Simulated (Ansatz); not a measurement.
# Input and output of a self-consistent single point for CaSi2Rh2 (I4mm, 5 atoms in the cell) (Ansatz)

Method of the run: LDA (PW92), default PAW files made with PBE (plane waves; Ansatz, a program for electronic structure).

Input as run:

Ansatz 0.2 input:
```yaml
crystal:
  lattice:
    - [-2.05101400, 2.05101400, 5.01953800]
    - [2.05101400, -2.05101400, 5.01953800]
    - [2.05101400, 2.05101400, -5.01953800]
  atoms:
    - { symbol: Ca, position: [0.00498100, 0.00498100, 0.00000000] }
    - { symbol: Si, position: [0.62739000, 0.62739000, 0.00000000] }
    - { symbol: Si, position: [0.37261000, 0.37261000, 0.00000000] }
    - { symbol: Rh, position: [0.75000000, 0.25000000, 0.50000000] }
    - { symbol: Rh, position: [0.25000000, 0.75000000, 0.50000000] }
basis:
  ecutwfc: 420.0 eV
kpoints:
  mp_grid: { grid: [11, 11, 11] }
hamiltonian:
  xc: lda
  pseudopotentials: { kind: paw }
scf:
  occupations: { method: gaussian, width: 0.1 eV }
output:
  forces: true
  eigenvalues: true
  stress: true
```

Log, with long lists cut:

```
WARN ansatz: RAYON_NUM_THREADS=1 ignored (pool sized by the plan → 1); use --threads N
Pseudopotentials: kind: paw
Pseudopotential: Ca, paw, valence charge 10
Pseudopotential: Si, paw, valence charge 4
Pseudopotential: Rh, paw, valence charge 17
Crystal: 5 atoms, lattice volume = 84.462 Å³
Basis set: ecut = 420 eV, 1677 PW (Γ)
Bands: 32, of which v1, the nominal top of the filled ones, is band 26 counted from 1 (25 counted from 0)
Symmetry: 8 space group operations
Space group: I4mm (ITA 107), of the structure as read, at distance tolerance 4.4e-5 Å
k-points: 126 of 1331 (time reversal used)
PAW frozen core: Ca, regenerated for the run's functional, and the local potential with it
PAW frozen core: Si, regenerated for the run's functional, and the local potential with it
PAW frozen core: Rh, regenerated for the run's functional, and the local potential with it
Initial density: superposition of atomic densities (neutral atoms: chi_scale 0, normalization atom), corrected by the library's trained network
Initial wavefunctions: pseudopotential atomic-orbital guess
Eigensolver: davidson
Functional: x = slater, c = lda
SCF iter   1: F=—  HF=-15552.313697 eV  |F-HF|=—  |Δ(HF+E_count)|=         —  Δρ=7.03e-3  dr2=3.81e-2  ethr=1.77e-3  ⟨swp⟩=7.2  Hψ=18699  notcnv=0
all-band conjugate gradients solve this SCF's bands
preconditioner: auto → Kerker (q_TF=auto, 2.516 Å⁻¹)
SCF iter   2: F=—  HF=-15552.308880 eV  |F-HF|=—  |Δ(HF+E_count)|=   4.82e-3  Δρ=3.72e-3  dr2=1.25e-2  ethr=7.32e-5  ⟨swp⟩=1.0  Hψ=5042  notcnv=0
SCF iter   3: F=—  HF=-15552.306891 eV  |F-HF|=—  |Δ(HF+E_count)|=   1.99e-3  Δρ=8.59e-4  dr2=6.64e-4  ethr=2.40e-5  ⟨swp⟩=2.0  Hψ=5005  notcnv=0
SCF iter   4: F=—  HF=-15552.306764 eV  |F-HF|=—  |Δ(HF+E_count)|=   1.27e-4  Δρ=3.62e-4  dr2=2.44e-4  ethr=1.28e-6  ⟨swp⟩=2.0  Hψ=5453  notcnv=0
SCF iter   5: F=—  HF=-15552.306721 eV  |F-HF|=—  |Δ(HF+E_count)|=   4.31e-5  Δρ=9.11e-5  dr2=1.90e-5  ethr=4.70e-7  ⟨swp⟩=2.2  Hψ=4787  notcnv=0
SCF iter   6: F=—  HF=-15552.306717 eV  |F-HF|=—  |Δ(HF+E_count)|=   3.89e-6  Δρ=2.22e-5  dr2=9.33e-7  ethr=3.65e-8  ⟨swp⟩=2.1  Hψ=5350  notcnv=0
SCF iter   7: F=-15552.306717 eV  HF=-15552.306717 eV  |F-HF|=1.96e-8  |Δ(HF+E_count)|=   2.29e-7  Δρ=5.27e-6  dr2=3.37e-8  ethr=1.92e-10  ⟨swp⟩=7.3  Hψ=18995  notcnv=0
SCF 1 converged in 7 iterations: F = -15552.306717 eV  dr2 = 3.37e-8
SCF converged after 7 iterations
Free energy (F): -15552.306717 eV
Harris-Foulkes:  -15552.306717 eV  (|F-HF|=1.96e-8)
Internal energy: -15552.299586 eV  (E = F + TS)
E sigma→0 (E₀):  -15552.303152 eV
Entropy (-TS):   -0.007131 eV (-1.426 meV/atom)
Fermi energy:    12.981955 eV
--- Per-component energies (eV) ---
  E_band       = -513.558222
  E_kinetic    = 1513.562963
  E_local      = -5855.576595  (includes V_loc(G=0)·N_el)
  E_nonlocal   = 840.091000
  E_hartree    = 2217.621994
  E_xc         = -689.838953
  E_vxc        = -825.538434  (∫ρ·V_xc dr)
  E_paw        = -8716.908526  (= ΣΔE_a)
  E_vpaw       = -621.350165  (= ΣTr[D̂ρ^β])
  E_aug_tail   = 0.001546  (compensation charges beyond the density's cutoff)
  E_ewald      = -4862.949807
  E_core_change = 1.696792  (= ΣΔE_core)
  E_smearing   = -0.007131  (= −TS)
  E_closure    = 0.000000  (closes the sum)
  Σ components = -15552.306717   (vs F -15552.306717, Δ=0.00e0)
--- Forces (eV/Å), atoms counted from 1 ---
  atom   1  Ca    -0.00000000     0.00000000    -0.20853097
  atom   2  Si     0.00000000     0.00000000     0.34027635
  atom   3  Si    -0.00000000     0.00000000    -0.25354312
  atom   4  Rh     0.00000000     0.00000000     0.06088067
  atom   5  Rh    -0.00000000    -0.00000000     0.06088067
  max |Σ_I F_I| component: 3.64e-5 eV/Å
--- Stress (GPa, compression-positive) ---
       -8.530054      -0.000000      -0.000000
       -0.000000      -8.530054      -0.000000
       -0.000000      -0.000000      -6.838778
  P = ⅓ Tr σ = -7.9663 GPa (-79.663 kbar)
  The stress holds the Pulay correction. Without it, at fixed plane waves, as pw.x and ABINIT print it: P = -8.0163 GPa
--- Band table (eV; the first three rows and the last of 126) ---
  k-point 0: bands = ["-65.5341", "-65.5050", "-33.6501", "-33.6501", "-33.4794", "-33.4794", "-33.4173", "-33.3785", "-27.1432", "-8.4482", "-8.4482", "-8.4020", "2.5303", "5.2490", "7.1478", "8.3976", "8.4283", "8.4283", "9.9318", "10.5104", [...]
  k-point 1: bands = ["-65.5330", "-65.5061", "-33.6520", "-33.6354", "-33.4949", "-33.4781", "-33.4157", "-33.3799", "-27.1427", "-8.4539", "-8.4523", "-8.4010", "2.6622", "5.3020", "7.2737", "8.2228", "8.5207", "8.5878", "9.6460", "10.3914", [...]
  k-point 2: bands = ["-65.5298", "-65.5092", "-33.6568", "-33.5958", "-33.5365", "-33.4745", "-33.4114", "-33.3839", "-27.1413", "-8.4682", "-8.4635", "-8.3986", "3.0220", "5.4399", "7.5022", "8.0726", "8.7786", "8.8759", "9.3209", "9.7918", [...]
  k-point 125: bands = ["-65.5335", "-65.5055", "-33.6470", "-33.6467", "-33.4831", "-33.4829", "-33.4168", "-33.3791", "-27.1422", "-8.4525", "-8.4464", "-8.4120", "3.7140", "3.7922", "7.2681", "8.4133", "8.5111", "8.6054", "9.3630", "10.0274", [...]
```

The run converged in 7 iterations.

The starting cell comes from a database of computed structures (which also holds hypothetical and non-ambient phases and stackings), without a prior relaxation at this level. Its lattice was rescaled by up to half a per cent. One atom was moved a little off its site on purpose. Spin polarisation is off. With a pressure of about -8 GPa the cell is away from its equilibrium volume at this level. Ansatz's pressure includes its estimate of the finite-basis (Pulay) stress.
